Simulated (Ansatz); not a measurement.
## BeTe, response to strain

Base system: BeTe in the zinc blende structure (space group F-43m, No. 216).

```
BeTe
1.0
    0.00000     2.82841     2.82841
    2.82841     0.00000     2.82841
    2.82841     2.82841     0.00000
Be Te
1 1
Direct
  0.00000   0.00000   0.00000
  0.25000   0.25000   0.25000
```

Cartesian axes are those of the cell as printed.

Strains are applied to the cell and any free atomic positions relax.

The values are results of Ansatz (a quantum-chemistry and plane-wave program) r2SCAN, scalar-relativistic without spin-orbit coupling, not measurements.

Candidates:
(a) tensor shear ε_xy = +1.43 %
(b) tensor shear ε_xy = +0.86 %
(c) tensor shear ε_xy = +2.00 %
(d) tensor shear ε_xy = +1.14 %
(e) tensor shear ε_xy = +0.29 %

For the base:

The band gap is 2.37 eV.

Task: Order them by band gap, lowest first.

Result: (c) tensor shear ε_xy = +2.00 % (2.11 eV), (a) tensor shear ε_xy = +1.43 % (2.20 eV), (d) tensor shear ε_xy = +1.14 % (2.25 eV), (b) tensor shear ε_xy = +0.86 % (2.28 eV), (e) tensor shear ε_xy = +0.29 % (2.35 eV)

With Te present, leaving out spin-orbit coupling can change the band edges. Gaps are Kohn–Sham eigenvalue differences; semilocal functionals usually give less than the measured gap. Stability against distortions was not tested.
